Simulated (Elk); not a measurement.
A self-consistent single point of SiMo3 (Pm-3n, 8 atoms in the cell) with Elk.

Computed with PBE, spin-orbit coupling in second variation, all-electron FP-LAPW, Elk's shipped species files, APW+lo basis with extra local orbitals (Elk 10.2.4).

```
SiMo3
1.0
    4.88970     0.00000     0.00000
    0.00000     4.88970     0.00000
    0.00000     0.00000     4.88970
Si Mo
2 6
Direct
  0.50000   0.50000   0.50000
  0.00000   0.00000   0.00000
  0.00000   0.50000   0.25000
  0.00000   0.50000   0.75000
  0.25000   0.00000   0.50000
  0.75000   0.00000   0.50000
  0.50000   0.25000   0.00000
  0.50000   0.75000   0.00000
```

Reference input (self-consistent single point, DFT, PBE, all-electron FP-LAPW, Elk's shipped species files, APW+lo basis with extra local orbitals): xctype = 20; rgkmax = 7.5; swidth = 0.00499791 Ha; ngridk = 5 5 5; tforce = true; gmaxvr = 18 1/bohr; lmaxapw = 10; lmaxo = 8; nxlo = 2; lorbcnd = true; lradstp = 2; nrmtscf = 2. This run's input differs from it in these lines:

```diff
@@ -5,2 +5,5 @@
   20
+
+spinorb
+  .true.
 
@@ -39,2 +42,5 @@
 
+nempty
+  10
+
 swidth
```

Log, with long lists cut:

```
│ Self-consistent loop started │
│ Loop number : 1 │
 total energy                :     -24865.8655403
 total moment                :   0.2614933095E-20  0.1196489051E-19  0.3616591272E-25
│ Loop number : 2 │
 total energy                :     -24866.8494864
 total moment                :  -0.4143849624E-21 -0.1008640517E-19  0.1429245987E-24
RMS change in Kohn-Sham potential (target) :   0.1541397809     (  0.1000000000E-05)
Absolute change in total energy (target)   :   0.9839461033     (  0.1000000000E-03)
│ Loop number : 3 │
 total energy                :     -24867.3422211
   [... lines left out ...]
 total energy                :     -24877.8522884
 total moment                :  -0.1730051623E-23 -0.2821027255E-20  0.6597617650E-23
RMS change in Kohn-Sham potential (target) :   0.2753676547E-07 (  0.1000000000E-05)
Absolute change in total energy (target)   :   0.1277834563E-03 (  0.1000000000E-03)
│ Loop number : 16 │
 total energy                :     -24877.8522775
 total moment                :  -0.3973251245E-20  0.1659649465E-20 -0.1950795648E-24
RMS change in Kohn-Sham potential (target) :   0.1325354299E-07 (  0.1000000000E-05)
Absolute change in total energy (target)   :   0.4285798423E-04 (  0.1000000000E-03)
Convergence targets achieved

│ Loop number : 17 │

Energies :
 Fermi                       :     0.560829295989
 xc effective B-field        :    -0.936982038820E-10
 external B-field            :      0.00000000000
 total energy                :     -24877.8522747
 (external B-field energy excluded from total)

Density of states at Fermi energy :    92.76879809
 (states/Hartree/unit cell)

Estimated indirect band gap :   0.6823377863E-02
 from k-point      7 to k-point      9
Estimated direct band gap   :   0.1456471819E-01
 at k-point      9

Charges :
 core                        :    188.0000000
 valence                     :    92.00000000
 interstitial                :    22.23748885
 muffin-tins (core leakage)
  species :    1 (Si)
   atom    1                 :    11.31542761     (  0.8825627426E-02)
   [... lines left out ...]
 total moment                :  -0.5411167705E-20  0.3710263752E-20 -0.1294665083E-23
   [... lines left out ...]
   total force               :    -0.00000000    0.00000000   -0.00000000
   total magnitude           :     0.00000000
  atom :    6
   Hellmann-Feynman          :     0.00000000   -0.00000000    0.00000000
   IBS                       :    -0.00000000    0.00000000   -0.00000000
   total force               :    -0.00000000   -0.00000000   -0.00000000
   total magnitude           :     0.00000000
```

The run converged in 17 iterations. The count includes the last loop, which Elk runs after its targets are met. 

The starting cell comes from a database of computed structures (which also holds hypothetical and non-ambient phases and stackings), without a prior relaxation at this level. Values depend on the basis (sphere radii, cutoffs, local orbitals), which need not be converged. The log's line on a gap gives a spacing of levels on this mesh, which the program prints for metals too.

Cost on one core of a shared machine: roughly 10 min.
